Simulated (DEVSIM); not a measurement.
System: W/Al2O3/p-Ge capacitor, at 300 K.

```tsv
layer (left to right)	material	thickness (nm)	Na (cm⁻³)
1	Al2O3	25.0	-
2	Ge	3600	2.7e16
```

Metal gate on the left, work function 4.6 eV. Fixed charge at the semiconductor interface -5.5e11 cm⁻² (in units of +e); interface traps 2.1e11 cm⁻² eV⁻¹, uniform in energy, neutral level at 0.5 of the gap above the valence band.

This is a model device: material constants are rounded textbook-type values typed into the input, and sizes, dopings and lifetimes were drawn at random. Values at 300 K.

```csv
parameter,Al2O3,Ge
gap (eV),6.8,0.664
affinity (eV),1.35,4
permittivity,9,16
Nc (cm⁻³),-,1.04e19
Nv (cm⁻³),-,6e18
```

Simulated with DEVSIM: 1D Poisson equation in equilibrium, Boltzmann statistics, complete ionisation; no quantum confinement or tunnelling. Metal contacts follow the ideal Schottky-Mott rule: no Fermi-level pinning, no interface dipoles.

The interface trap density was swept, all else fixed.

```json
[
 {"interface trap density (cm^-2 eV^-1)": "0", "minimum of the low-frequency capacitance (μF/cm²)": "0.0837", "flat-band voltage (V)": "0.35", "threshold voltage (band bending 2φF) (V)": "0.93"},
 {"interface trap density (cm^-2 eV^-1)": "1e10", "minimum of the low-frequency capacitance (μF/cm²)": "0.0846", "flat-band voltage (V)": "0.35", "threshold voltage (band bending 2φF) (V)": "0.93"},
 {"interface trap density (cm^-2 eV^-1)": "1e11", "minimum of the low-frequency capacitance (μF/cm²)": "0.0923", "flat-band voltage (V)": "0.34", "threshold voltage (band bending 2φF) (V)": "0.94"},
 {"interface trap density (cm^-2 eV^-1)": "2.1e11", "minimum of the low-frequency capacitance (μF/cm²)": "0.101", "flat-band voltage (V)": "0.33", "threshold voltage (band bending 2φF) (V)": "0.95"},
 {"interface trap density (cm^-2 eV^-1)": "3e11", "minimum of the low-frequency capacitance (μF/cm²)": "?", "flat-band voltage (V)": "0.32", "threshold voltage (band bending 2φF) (V)": "0.96"},
 {"interface trap density (cm^-2 eV^-1)": "1e12", "minimum of the low-frequency capacitance (μF/cm²)": "0.147", "flat-band voltage (V)": "0.26", "threshold voltage (band bending 2φF) (V)": "1.02"},
 {"interface trap density (cm^-2 eV^-1)": "2e12", "minimum of the low-frequency capacitance (μF/cm²)": "0.184", "flat-band voltage (V)": "0.16", "threshold voltage (band bending 2φF) (V)": "1.11"}
]
```

Complete the blanks.


- 3e11, minimum of the low-frequency capacitance (μF/cm²): 0.108
